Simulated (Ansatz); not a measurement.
ZrN, pressure series

Start from ZrN in the rock salt structure (space group Fm-3m, No. 225).

```cif
data_N4Zr4
_chemical_formula_sum 'N4 Zr4'
_space_group_name_H-M_alt 'Fm-3m'
_space_group_IT_number 225
_space_group_name_Hall '-F 4 2 3'
_cell_length_a 4.59522
_cell_length_b 4.59522
_cell_length_c 4.59522
_cell_angle_alpha 90.000
_cell_angle_beta 90.000
_cell_angle_gamma 90.000
loop_
_atom_site_label
_atom_site_type_symbol
_atom_site_symmetry_multiplicity
_atom_site_Wyckoff_symbol
_atom_site_fract_x
_atom_site_fract_y
_atom_site_fract_z
_atom_site_occupancy
N1 N 4 a 0.00000 0.00000 0.00000 1
Zr1 Zr 4 b 0.50000 0.50000 0.50000 1
```
(The calculation used a cell of 2 atoms; values per cell refer to that cell.)

Cell and atoms are relaxed at each pressure.

The values are results of Ansatz (a quantum-chemistry and plane-wave program) PBE, scalar-relativistic without spin-orbit coupling, earlier PAW set, not measurements.

Notes on the quantities. enthalpy: H = E + PV relative to the base's energy.

```csv
change,enthalpy,lattice parameter a
base,–,4.595 Å
pressure −2 GPa,-0.15 eV/atom,…
pressure −1 GPa,-0.08 eV/atom,…
pressure 3 GPa,+0.23 eV/atom,4.577 Å
pressure 7 GPa,+0.52 eV/atom,4.555 Å
pressure 15 GPa,+1.10 eV/atom,4.514 Å
pressure 30 GPa,+2.16 eV/atom,4.448 Å
pressure 50 GPa,+3.50 eV/atom,4.376 Å
pressure 75 GPa,+5.09 eV/atom,…
pressure 100 GPa,+6.61 eV/atom,4.241 Å
```

**Question.** Some entries are withheld; estimate them.

**Answer.** 
- pressure −2 GPa, lattice parameter a: 4.608 Å
- pressure −1 GPa, lattice parameter a: 4.601 Å
- pressure 75 GPa, lattice parameter a: 4.302 Å

Load acts through the strain it causes; cell and atoms are relaxed under it. No phonon test of stability was made. No other phases were tried under pressure. The final runs are not spin-polarised. An odd electron count without spin: ZrN.
